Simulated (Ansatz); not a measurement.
The parent structure is KZnF₃ in the cubic perovskite structure (space group Pm-3m, No. 221; a = 4.052 Å).

The values are results of PBEsol, PAW, 420 eV (Ansatz, a quantum-chemistry and plane-wave program; no SOC), not measurements.

Strains are applied to the cell and any free atomic positions relax.

One change was made to it. Results:

The energy increases by 19 meV/atom; the smallest direct gap increases by 0.63 eV, from 5.52 eV to 6.15 eV.

Task: Which of these changes matches the shifts?
A) isotropic strain −2.40 %
B) isotropic strain −1.80 %
C) isotropic strain −1.20 %
D) isotropic strain −0.60 %

Result: A, isotropic strain −2.40 %. For comparison, the energy relative to the base in the other runs: isotropic strain −1.20 % gives +4.5 meV/atom; isotropic strain −1.80 % gives +10 meV/atom; isotropic strain −0.60 % gives +1.1 meV/atom.

Gaps are Kohn–Sham eigenvalue differences; semilocal functionals usually give less than the measured gap. Stability against distortions was not tested. Many cubic perovskites are stable only at high temperature; tilts and polar distortions were not tested.
